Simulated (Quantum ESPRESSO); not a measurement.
**Parameter sweep on ScAl3 (Pm-3m, 4 atoms in the cell)**

```
CELL_PARAMETERS angstrom
      4.12583     0.00000     0.00000
      0.00000     4.12583     0.00000
      0.00000     0.00000     4.12583
ATOMIC_POSITIONS crystal
  Sc 0.00000 0.00000 0.00000
  Al 0.50000 0.00000 0.50000
  Al 0.00000 0.50000 0.50000
  Al 0.50000 0.50000 0.00000
```

Base run A: LDA (PW92), PseudoDojo standard norm-conserving (LDA) pseudopotentials (Quantum ESPRESSO), self-consistent single point.

Its settings: ecutwfc = 80 Ry; occupations = smearing; smearing = marzari-vanderbilt; degauss = 0.019992 Ry; potentials = {Sc: Sc.upf, Al: Al.upf}; K_POINTS = automatic 7 7 7 1 1 1; conv_thr = 1e-10 Ry; mixing_beta = 0.4.

The starting cell comes from a database of computed structures (which also holds hypothetical and non-ambient phases and stackings), without a prior relaxation at this level. Its lattice was rescaled by a random factor within 2.5 % of one. In the base run, with a pressure of about -6 GPa the cell is away from its equilibrium volume at this level.

ΔF is the free energy per atom less that of run A. 

Run A gave: pressure (GPa) -5.94; TS (meV/atom) 0.0; k-points 20.

Runs:
- B: degauss, K_POINTS = 0.002205 Ry, automatic 5 5 5 1 1 1
- C: degauss, K_POINTS = 0.0073499 Ry, automatic 5 5 5 1 1 1
- D: degauss, K_POINTS = 0.02205 Ry, automatic 5 5 5 1 1 1
- E: degauss, K_POINTS = 0.002205 Ry, automatic 6 6 6 1 1 1
- F: degauss, K_POINTS = 0.0073499 Ry, automatic 6 6 6 1 1 1
- G: degauss, K_POINTS = 0.02205 Ry, automatic 6 6 6 1 1 1
- H: degauss, K_POINTS = 0.002205 Ry, automatic 7 7 7 1 1 1
- I: degauss, K_POINTS = 0.0073499 Ry, automatic 7 7 7 1 1 1
- J: degauss, K_POINTS = 0.02205 Ry, automatic 7 7 7 1 1 1
- K: degauss, K_POINTS = 0.002205 Ry, automatic 8 8 8 1 1 1
- L: degauss, K_POINTS = 0.0073499 Ry, automatic 8 8 8 1 1 1
- M: degauss, K_POINTS = 0.02205 Ry, automatic 8 8 8 1 1 1

Question: What does run B change against A?

Answer: The free energy goes down by 2.9 meV/atom and the pressure hardly changes (-5.94 to -5.93 GPa).

Question: What does run F change against A?

Answer: The free energy goes up by 3.3 meV/atom and the pressure moves little (-5.94 to -6.01 GPa).

```json
[
 {"run": "A", "ΔF (meV/atom)": "0.00", "pressure (GPa)": "-5.94", "TS (meV/atom)": "0.0", "k-points": "20"},
 {"run": "B", "ΔF (meV/atom)": "-2.9", "pressure (GPa)": "-5.93", "TS (meV/atom)": "0.2", "k-points": "10"},
 {"run": "C", "ΔF (meV/atom)": "-3.5", "pressure (GPa)": "-5.90", "TS (meV/atom)": "0.6", "k-points": "10"},
 {"run": "D", "ΔF (meV/atom)": "-3.6", "pressure (GPa)": "-5.95", "TS (meV/atom)": "-1.4", "k-points": "10"},
 {"run": "E", "ΔF (meV/atom)": "4.2", "pressure (GPa)": "-5.99", "TS (meV/atom)": "0.2", "k-points": "10"},
 {"run": "F", "ΔF (meV/atom)": "3.3", "pressure (GPa)": "-6.01", "TS (meV/atom)": "1.2", "k-points": "10"},
 {"run": "G", "ΔF (meV/atom)": "0.67", "pressure (GPa)": "-5.95", "TS (meV/atom)": "3.0", "k-points": "10"},
 {"run": "H", "ΔF (meV/atom)": "0.96", "pressure (GPa)": "-5.89", "TS (meV/atom)": "0.0", "k-points": "20"},
 {"run": "I", "ΔF (meV/atom)": "0.53", "pressure (GPa)": "-5.90", "TS (meV/atom)": "0.7", "k-points": "20"},
 {"run": "J", "ΔF (meV/atom)": "0.00", "pressure (GPa)": "-5.94", "TS (meV/atom)": "0.0", "k-points": "20"},
 {"run": "K", "ΔF (meV/atom)": "-0.44", "pressure (GPa)": "-5.91", "TS (meV/atom)": "0.2", "k-points": "20"},
 {"run": "L", "ΔF (meV/atom)": "-0.96", "pressure (GPa)": "-5.91", "TS (meV/atom)": "0.7", "k-points": "20"},
 {"run": "M", "ΔF (meV/atom)": "-1.66", "pressure (GPa)": "-5.96", "TS (meV/atom)": "0.4", "k-points": "20"}
]
```
